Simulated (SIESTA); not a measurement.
Input and output of a self-consistent single point for NaF (Fm-3m, 2 atoms in the cell) (SIESTA).

Computed with GGA PBEsol, numerical atomic orbitals DZP, PseudoDojo PBEsol standard norm-conserving potentials (rewritten from UPF to PSML) in SIESTA 5.4.2.

```
NaF
1.0
    0.00000     2.26738     2.26738
    2.26738     0.00000     2.26738
    2.26738     2.26738     0.00000
Na F
1 1
Direct
  0.00000   0.00000   0.00000
  0.50000   0.50000   0.50000
```

Reference input (self-consistent single point, DFT, GGA PBE, numerical atomic orbitals DZP, PseudoDojo PBE standard norm-conserving potentials (rewritten from UPF to PSML)): XC.functional = GGA; XC.authors = PBE; potentials = PseudoDojo PBE standard; PAO.BasisSize = DZP; PAO.EnergyShift = 0.005 Ry; MeshCutoff = 400 Ry; kgrid.MonkhorstPack = 10 10 10; OccupationFunction = FD; ElectronicTemperature = 10 K; MaxSCFIterations = 150; SCF.Mixer.Method = Broyden; SCF.Mixer.Weight = 0.25. This run's input differs from it in these lines:

```diff
@@ -1,2 +1,2 @@
-# files in the folder: Na.psml F.psml (PseudoDojo PBE standard)
+# files in the folder: Na.psml F.psml (PseudoDojo PBEsol standard)
 SystemName  NaF
@@ -23,3 +23,3 @@
 XC.functional                GGA
-XC.authors                   PBE
+XC.authors                   PBEsol
 PAO.BasisSize                DZP
```

The program printed (abridged):

```
        iscf     Eharris(eV)        E_KS(eV)     FreeEng(eV)     dDmax    Ef(eV) dHmax(eV)
   scf:    1    -1909.703788    -1911.862766    -1911.862766  0.557146-12.096598  6.004946
   scf:    2    -1912.799666    -1912.402138    -1912.402138  0.158891 -7.192636  2.314218
   scf:    3    -1912.535326    -1912.501908    -1912.501908  0.100994 -7.739423  0.665347
   scf:    4    -1912.506475    -1912.505417    -1912.505417  0.042400 -8.119196  0.206788
   scf:    5    -1912.505377    -1912.505867    -1912.505867  0.013725 -8.130404  0.089281
   scf:    6    -1912.506155    -1912.506061    -1912.506061  0.005700 -8.118240  0.005962
   scf:    7    -1912.506063    -1912.506062    -1912.506062  0.000558 -8.115029  0.001296
   scf:    8    -1912.506062    -1912.506062    -1912.506062  0.000104 -8.114893  0.000157
   scf:    9    -1912.506062    -1912.506062    -1912.506062  0.000020 -8.114877  0.000125
SCF Convergence by DM+H criterion
max |DM_out - DM_in|         :     0.0000196342
max |H_out - H_in|      (eV) :     0.0001253584
SCF cycle converged after 9 iterations

Using DM_out to compute the final energy and forces

siesta: E_KS(eV) =            -1912.5061

siesta: E_KS - E_eggbox =     -1912.5061

siesta: Atomic forces (eV/Ang):
     1    0.000000   -0.000000   -0.000000
     2   -0.000000    0.000000    0.000000
   Tot    0.000000   -0.000000   -0.000000
   Max    0.000000
   Res    0.000000    sqrt( Sum f_i^2 / 3N )
   Max    0.000000    constrained

Stress tensor Voigt[x,y,z,yz,xz,xy] (kbar):      -20.11      -20.11      -20.11       -0.43       -0.43       -0.43
(Free)E + p*V (eV/cell)    -1912.2135
Target enthalpy (eV/cell)    -1912.5061

siesta: Program's energy decomposition (eV):
siesta: FreeEng =     -1912.506062

   [... lines left out ...]
siesta:    -0.012551   -0.000269   -0.000269
siesta:    -0.000269   -0.012551   -0.000269
siesta:    -0.000269   -0.000269   -0.012551

siesta: Cell volume =         23.313225 Ang**3

siesta: Pressure (static):
siesta:                Solid            Molecule  Units
siesta:           0.00013669          0.00013669  Ry/Bohr**3
siesta:           0.01255075          0.01255075  eV/Ang**3
siesta:          20.10851308         20.10851308  kBar
```

The run converged in 9 iterations. Against the reference run the pressure goes from 4.82 to 2.01 GPa and the gap on the mesh goes from 6.570 to 6.422 eV.

The starting cell comes from a database of computed structures (which also holds hypothetical and non-ambient phases and stackings), without a prior relaxation at this level. Its lattice was rescaled by a random factor within 2.5 % of one. Values carry the incompleteness of an atom-centred basis.
